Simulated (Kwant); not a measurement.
Model system: π system C1=CC=CC=CC=C1 between two chain leads. The π system is taken as planar. Atoms are numbered from 0 in the order of the SMILES. Site energies (eV, carbon 0): [0.0, 0.0, 0.0, 0.0, 0.0, 0.0, 0.0, 0.0]. Bonds (i, j, β in eV): (0,1,-2.7) (1,2,-2.7) (2,3,-2.7) (3,4,-2.7) (4,5,-2.7) (5,6,-2.7) (6,7,-2.7) (7,0,-2.7). Leads: chains of hopping −4.1 eV, joined by −1.4 eV to atoms 0 and 2.

Site energies and bond integrals are typed Hückel values.

Kwant, Hückel tight-binding model, one pz orbital an atom, one spin, coherent transport at 0 K. Conductance is in e²/h.

Sweep values stay those of the base run.

Base results: transmission at E = 0 1.00; mean G (e²/h) over the sweep 0.094.

Q: What follows from this one change: contacts moved from atoms [0, 2] to [0, 4]?

A: transmission at E = 0 little changed (1.00); mean G over the sweep 0.094 → 0.21 e²/h.

Q: What follows from this one change: contacts moved from atoms [0, 2] to [0, 3]?

A: transmission at E = 0 1.00 → < 1e-12; mean G over the sweep 0.094 → 0.064 e²/h.
